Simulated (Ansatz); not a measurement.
## Lattice constant a of GaAs (model structure, started from the BN type, Pm-3n, No. 223, 12 atoms in the cell) at several levels of theory

No measured value is used here.

| level (code) | value (Å) |
|---|---|
| LDA (Ansatz) | (withheld) |
| PBE (Ansatz) | 7.085 |
| PBEsol (Ansatz) | 6.984 |
| PBE-D3(BJ) (Ansatz) | 7.015 |
| r²SCAN+rVV10 (Ansatz) | 6.966 |

Task: What belongs in the gaps?

Result: 
- LDA (Ansatz, a quantum-chemistry and plane-wave program), value (Å): 6.913

Cutoffs differ between the levels. Ansatz's density-functional and Hartree–Fock values are scalar-relativistic unless marked +SOC, with PAW data made under PBE.

A model structure was made by putting elements into a prototype or built by hand; it is no filed structure, need not be a known phase, and can be a saddle point held by its symmetry.
